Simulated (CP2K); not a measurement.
## A self-consistent single point of SrAlGe (P-6m2, 3 atoms in the cell) with CP2K

Level of theory: PBEsol, GPW, DZVP-MOLOPT-SR-GTH basis, GTH-PBE potentials (GTH_POTENTIALS) (CP2K).

Input as run:

```
&GLOBAL
  PROJECT sralge
  RUN_TYPE ENERGY_FORCE
  PRINT_LEVEL LOW
&END GLOBAL
&FORCE_EVAL
  METHOD Quickstep
  STRESS_TENSOR ANALYTICAL
  &DFT
    BASIS_SET_FILE_NAME BASIS_MOLOPT
    POTENTIAL_FILE_NAME GTH_POTENTIALS
    &QS
      METHOD GPW
      EPS_DEFAULT 1E-11
    &END QS
    &MGRID
      CUTOFF 500
      REL_CUTOFF 50
      NGRIDS 5
    &END MGRID
    &SCF
      SCF_GUESS ATOMIC
      EPS_SCF 1E-6
      MAX_SCF 100
      ADDED_MOS 4
      &DIAGONALIZATION
        ALGORITHM STANDARD
      &END DIAGONALIZATION
      &MIXING
        METHOD BROYDEN_MIXING
        ALPHA 0.3
        NBUFFER 10
      &END MIXING
      &SMEAR ON
        METHOD FERMI_DIRAC
        ELECTRONIC_TEMPERATURE [K] 580.23
      &END SMEAR
    &END SCF
    &KPOINTS
      SCHEME MONKHORST-PACK 6 6 5
      GAMMA_CENTERED T
    &END KPOINTS
    &XC
      &XC_FUNCTIONAL
        &PBE
          PARAMETRIZATION PBESOL
        &END PBE
      &END XC_FUNCTIONAL
    &END XC
    &PRINT
      &MO
        EIGENVALUES T
        OCCUPATION_NUMBERS T
        NDIGITS 8
        FILENAME mo
        &EACH
          QS_SCF 0
        &END EACH
        ADD_LAST NUMERIC
      &END MO
      &MULLIKEN OFF
      &END MULLIKEN
    &END PRINT
  &END DFT
  &SUBSYS
    &CELL
      ABC 4.29652000 4.29651959 4.77902000
      ALPHA_BETA_GAMMA 90.00000000 90.00000000 120.00000312
      PERIODIC XYZ
    &END CELL
    &COORD
      SCALED
      Sr       0.00000000     0.00000000     0.00000000
      Al       0.66666700     0.33333300     0.50000000
      Ge       0.33333300     0.66666700     0.50000000
    &END COORD
    &KIND Sr
      BASIS_SET DZVP-MOLOPT-SR-GTH-q10
      POTENTIAL GTH-PBE-q10
    &END KIND
    &KIND Al
      BASIS_SET DZVP-MOLOPT-SR-GTH-q3
      POTENTIAL GTH-PBE-q3
    &END KIND
    &KIND Ge
      BASIS_SET DZVP-MOLOPT-SR-GTH-q4
      POTENTIAL GTH-PBE-q4
    &END KIND
  &END SUBSYS
  &PRINT
    &FORCES ON
    &END FORCES
    &STRESS_TENSOR ON
    &END STRESS_TENSOR
  &END PRINT
&END FORCE_EVAL
```

The program printed (abridged):

```
 GLOBAL| Method name                                                        CP2K
 GLOBAL| Project name                                                     sralge
 GLOBAL| Run type                                                   ENERGY_FORCE

 TOTAL NUMBERS AND MAXIMUM NUMBERS

  Total number of            - Atomic kinds:                                   3
                             - Atoms:                                          3
                             - Shell sets:                                     3
                             - Shells:                                        16
                             - Primitive Cartesian functions:                 14
                             - Cartesian basis functions:                     43
                             - Spherical basis functions:                     40

  Maximum angular momentum of- Orbital basis functions:                        2
                             - Local part of the GTH pseudopotential:          2
                             - Non-local part of the GTH pseudopotential:      4

 SCF PARAMETERS         Density guess:                                    ATOMIC
                        max_scf:                                             100
                        max_diis:                                              4
                        eps_scf:                                        1.00E-06
                        eps_diis:                                       1.00E-01
                        eps_eigval:                                     1.00E-05
                        level_shift [a.u.]:                             0.000000
                        added MOs                                         4    0
                        Mixing method:                            BROYDEN_MIXING
                                                charge density mixing in g-space
                        Smear method:                                FERMI_DIRAC
                        Electronic temperature [K]:                        580.2
                        Electronic temperature [a.u.]:                  1.84E-03
                        Accuracy threshold:                             1.00E-10
                        No outer SCF

 Extrapolation method: initial_guess

 Number of electrons:                                                         17
 Number of occupied orbitals:                                                  9
 Number of molecular orbitals:                                                13

 Number of orbital functions:                                                 40
 Number of independent orbital functions:                                     40

 SCF WAVEFUNCTION OPTIMIZATION

  Step     Update method      Time    Convergence         Total energy    Change
     1 NoMix/Diag. 0.30E+00      -     1.83243378       -36.9918219020 -3.70E+01
     2 Broy./Diag. 0.30E+00      -     0.03280414       -36.7846593083  2.07E-01
     3 Broy./Diag. 0.30E+00      -     0.03852938       -36.7226231465  6.20E-02
     4 Broy./Diag. 0.30E+00      -     0.00907218       -36.7011115950  2.15E-02
     5 Broy./Diag. 0.30E+00      -     0.00069803       -36.7006742510  4.37E-04
     6 Broy./Diag. 0.30E+00      -     0.00064526       -36.6996663639  1.01E-03
     7 Broy./Diag. 0.30E+00      -     0.00006808       -36.6995400622  1.26E-04
     8 Broy./Diag. 0.30E+00      -     0.00008237       -36.6994220001  1.18E-04
     9 Broy./Diag. 0.30E+00      -     0.00000765       -36.6994092986  1.27E-05
    10 Broy./Diag. 0.30E+00      -     0.00000413       -36.6994378556 -2.86E-05
    11 Broy./Diag. 0.30E+00      -     0.00000049       -36.6994416066 -3.75E-06

  *** SCF run converged in    11 steps ***

  Electronic density on regular grids:        -17.0000000000        0.0000000000
  Core density on regular grids:               16.9999999997       -0.0000000003
  Total charge density on r-space grids:       -0.0000000003
  Total charge density g-space grids:          -0.0000000003

  Overlap energy of the core charge distribution:               0.00000000019806
  Self energy of the core charge distribution:                -72.77000832240969
  Core Hamiltonian energy:                                     16.03446901244377
  Hartree energy:                                              26.30731495738458
  Exchange-correlation energy:                                 -6.27060295459797
  Electronic entropic energy:                                  -0.00061429936983
  Fermi energy:                                                 0.21604835312214

  Total energy:                                               -36.69944160658574
  Total energy (extrapolated to T->0):                        -36.69913445690083

 ENERGY| Total FORCE_EVAL ( QS ) energy [hartree]            -36.699440399535135

 FORCES| Atomic forces [hartree/bohr]
 FORCES|   Atom     x               y               z               |f|
 FORCES|      1  1.13517569E-08  3.13788482E-08 -2.89940867E-15   3.33690650E-08
 FORCES|      2 -7.25819243E-07  4.13203544E-07  5.66593121E-16   8.35195032E-07
 FORCES|      3  7.11217158E-07 -4.36553854E-07 -9.62905048E-16   8.34511302E-07
 FORCES| Sum    -3.25032739E-09  8.02853824E-09 -3.29572059E-15
 FORCES| Total atomic force                                       8.66152725E-09

 STRESS| Analytical stress tensor [bar]
 STRESS|                        x                   y                   z
 STRESS|      x        1.16067931217E+04   5.17004724853E-01  -1.15904091440E-09
 STRESS|      y        5.17004724853E-01   1.16072621224E+04  -1.67742524373E-09
 STRESS|      z       -1.15904091440E-09  -1.67742524373E-09  -1.19434923002E+04
 STRESS| 1/3 Trace                                             3.75685431463E+03
```

The run converged in 11 iterations.

The starting cell comes from a database of computed structures (which also holds hypothetical and non-ambient phases and stackings), without a prior relaxation at this level. Values carry the incompleteness of an atom-centred basis. The potentials were made for another functional than the one used.
